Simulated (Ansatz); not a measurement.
GaAs (model structure, started from the BN type, Pm-3n, No. 223, 12 atoms in the cell) was calculated with PBEsol (PAW; Ansatz, an electronic-structure program).

Run with plane-wave cutoff 520 eV, 6×6×6 k mesh, Fermi–Dirac smearing 0.01 eV, scalar-relativistic PAW data made under PBE.

Cell (relaxed with PBEsol):

```yaml
crystal:
  lattice:
    - [6.98365, 0.00000, 0.00000]
    - [0.00000, 6.98365, 0.00000]
    - [0.00000, 0.00000, 6.98365]
  atoms:
    - { symbol: Ga, position: [0.25000, 0.00000, 0.50000] }
    - { symbol: Ga, position: [0.50000, 0.25000, 0.00000] }
    - { symbol: Ga, position: [0.50000, 0.75000, 0.00000] }
    - { symbol: Ga, position: [0.75000, 0.00000, 0.50000] }
    - { symbol: Ga, position: [0.00000, 0.50000, 0.75000] }
    - { symbol: Ga, position: [0.00000, 0.50000, 0.25000] }
    - { symbol: As, position: [0.25000, 0.50000, 0.00000] }
    - { symbol: As, position: [0.00000, 0.25000, 0.50000] }
    - { symbol: As, position: [0.00000, 0.75000, 0.50000] }
    - { symbol: As, position: [0.75000, 0.50000, 0.00000] }
    - { symbol: As, position: [0.50000, 0.00000, 0.75000] }
    - { symbol: As, position: [0.50000, 0.00000, 0.25000] }
```

Problem. Predict the band gap.

Solution. 
- band gap: 0.28 eV (direct)

Note: the relaxation could raise the start's symmetry but not lower it, so the cell can be a saddle point.

Spin–orbit coupling is not included.

The result took roughly 120 core-seconds.

A model structure was made by putting elements into a prototype or built by hand; it is no filed structure, need not be a known phase, and can be a saddle point held by its symmetry.
